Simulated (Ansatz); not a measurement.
Checking a run of Ansatz (an electronic-structure program) on In₃Pd (I4/mmm, 4 atoms in the cell). The aim is a self-consistent single point with DFT, PBE, plane waves, default PAW files.

Cell that was meant: a = 5.5982 Å, b = 5.5982 Å, c = 5.5982 Å, α = 135.46°, β = 135.46°, γ = 64.82°.

Part of the input:

```yaml
# In3Pd
crystal:
  lattice:
    - [-1.122791, 1.122791, 2.500954]
    - [1.122791, -1.122791, 2.500954]
    - [1.122791, 1.122791, -2.500954]
  atoms:
    - { symbol: In, position: [0.500000, 0.500000, 0.000000] }
    - { symbol: In, position: [0.750000, 0.250000, 0.500000] }
```

Output, abridged:

```
WARN basis.ecutwfc = 420 eV, the default
WARN ansatz: RAYON_NUM_THREADS=1 ignored (pool sized by the plan → 1); use --threads N
   [... lines left out ...]
Symmetry: 16 space group operations
Space group: I4/mmm (ITA 139), of the structure as read, at distance tolerance 2.3e-5 Å
k-points: 75 of 729
Initial density: superposition of atomic densities (neutral atoms: chi_scale 0, normalization atom), corrected by the library's trained network
Initial wavefunctions: pseudopotential atomic-orbital guess
Eigensolver: davidson
Functional: x = pbe(κ = 0.804, μ = 0.2195149727645171), c = pbe(β = 0.06672455060314922)
SCF iter   1: F=—  HF=-23327.541728 eV  |F-HF|=—  |Δ(HF+E_count)|=         —  Δρ=1.29e0  dr2=1.06e2  ethr=1.77e-3  ⟨swp⟩=43.5  Hψ=48683  notcnv=0  defer=3
all-band conjugate gradients solve this SCF's bands
preconditioner: auto → Kerker (q_TF=auto, 3.508 Å⁻¹)
SCF iter   2: F=—  HF=-23271.781058 eV  |F-HF|=—  |Δ(HF+E_count)|=    5.58e1  S|Δr|=    0.00e0  Δρ=7.62e-1  dr2=3.99e1  ethr=1.77e-3  ⟨swp⟩=15.5  Hψ=21150  notcnv=0  defer=156
   [... lines left out ...]
SCF iter   6: F=—  HF=-23248.036812 eV  |F-HF|=—  |Δ(HF+E_count)|=   4.84e-6  S|Δr|=    0.00e0  Δρ=1.18e-3  dr2=5.79e-5  ethr=9.43e-7  ⟨swp⟩=8.8  Hψ=13787  notcnv=0  defer=117
SCF iter   7: F=—  HF=-23248.036829 eV  |F-HF|=—  |Δ(HF+E_count)|=   1.73e-5  S|Δr|=    0.00e0  Δρ=8.55e-5  dr2=2.20e-7  ethr=1.02e-7  ⟨swp⟩=7.0  Hψ=10897  notcnv=0  defer=117
SCF iter   8: F=-23248.036830 eV  HF=-23248.036830 eV  |F-HF|=2.95e-8  |Δ(HF+E_count)|=   1.32e-6  S|Δr|=    0.00e0  Δρ=2.19e-5  dr2=3.15e-8  ethr=1.75e-10  ⟨swp⟩=90.6  Hψ=104906  notcnv=0
SCF 1 converged in 8 iterations: F = -23248.036830 eV  dr2 = 3.15e-8
Stability not checked (fill_not_monotonic)
Free energy (F): -23248.036830 eV
Internal energy: -23248.025056 eV  (E = F + TS)
E sigma→0 (E₀):  -23248.032905 eV
Entropy (-TS):   -0.011774 eV (-2.944 meV/atom)
Fermi energy:    109.407004 eV
--- Forces (eV/Å), atoms counted from 1 ---
  atom   1  In    -0.00000000     0.00000000    -0.00000000
   [... zero for the other atoms too ...]
--- Stress (GPa, compression-positive) ---
    12080.515621       0.000000       0.000000
        0.000000   12080.515621       0.000000
        0.000000       0.000000   11475.179236
  P = ⅓ Tr σ = 11878.7368 GPa (118787.368 kbar)
  The stress holds the Pulay correction. Without it, at fixed plane waves, as pw.x and ABINIT print it: P = 11812.0135 GPa
```

**Question.** Is anything amiss in this input, and did it matter?

**Answer.** The run is not sound. The fault is this: lattice multiplied by the bohr radius once too often. Bohr and ångström differ by a factor of 1.89; the cell that the program reads is then far too large or far too small. To fix it, give the lengths in the unit that the key or card expects. The run converged in 8 iterations without an error; against the sound input the free energy goes up by 130 eV/atom and the pressure goes from 2.61 to 11880 GPa.

The sound input it was made from differs as follows (other fixes are possible):
```diff
-    - [-1.122791, 1.122791, 2.500954]
-    - [1.122791, -1.122791, 2.500954]
-    - [1.122791, 1.122791, -2.500954]
+    - [-2.121768, 2.121768, 4.726118]
+    - [2.121768, -2.121768, 4.726118]
+    - [2.121768, 2.121768, -4.726118]
```

With that input, the run converged in 7 iterations: free energy E − TS (on the zero of these files) -23766.6642 eV; Fermi level (on the code's own zero) 13.31 eV; pressure 2.61 GPa (DFT, PBE, plane waves, default PAW files).

On the sound input: the starting cell was generated: these elements placed on a structure prototype, without a prior relaxation; it need not be a known phase or ordering of this composition. Its lattice was rescaled by a random factor within 2.5 % of one. Spin polarisation is off. Ansatz's pressure includes its estimate of the finite-basis (Pulay) stress.

Keys are those of Ansatz 0.2.
